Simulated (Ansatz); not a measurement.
## A computed series for ScBi: response to strain

Base system: ScBi in the rock salt structure (space group Fm-3m, No. 225; a = 5.940 Å; a cell from a computed database, its experimental status unchecked; relaxed with 0.1 eV smearing). Axes: x, y, z lie along the cube axes.

Strains are applied to the cell and any free atomic positions relax; under biaxial strain the out-of-plane vector relaxes too.

Computed with PBEsol (Ansatz, a program for electronic structure; PAW; 420 eV plane waves; scalar-relativistic without spin-orbit coupling).

Notes on the quantities. energy relative to the base: free energy F; pressure: mean of the normal stresses, compression positive.

```tsv
variant	volume per atom	energy relative to the base	space group	pressure
base	26.20 Å³	0 meV/atom	Fm-3m (No. 225)	0.0 GPa
biaxial strain +1.74 %, plane normal [001], relaxed out of plane	26.98 Å³	+7.6 meV/atom	I4/mmm (No. 139)	-1.7 GPa
biaxial strain +2.13 %, plane normal [111], relaxed out of plane	26.68 Å³	+6.2 meV/atom	R-3m (No. 166)	-1.2 GPa
isotropic strain +2.22 %	27.98 Å³	+22 meV/atom	Fm-3m (No. 225)	-3.7 GPa
uniaxial strain ε_zz = +3.53 %	27.12 Å³	…	I4/mmm (No. 139)	…
tensor shear ε_xz = +0.89 %	26.19 Å³	+0.5 meV/atom	Immm (No. 71)	0.0 GPa
tensor shear ε_yz = +0.72 %	26.19 Å³	+0.3 meV/atom	Immm (No. 71)	0.0 GPa
```

Problem. Complete the table.

Solution. 
- uniaxial strain ε_zz = +3.53 %, energy relative to the base: +13 meV/atom
- uniaxial strain ε_zz = +3.53 %, pressure: -1.9 GPa

Whether these cells are dynamically stable was not tested. All final runs are without spin polarisation.
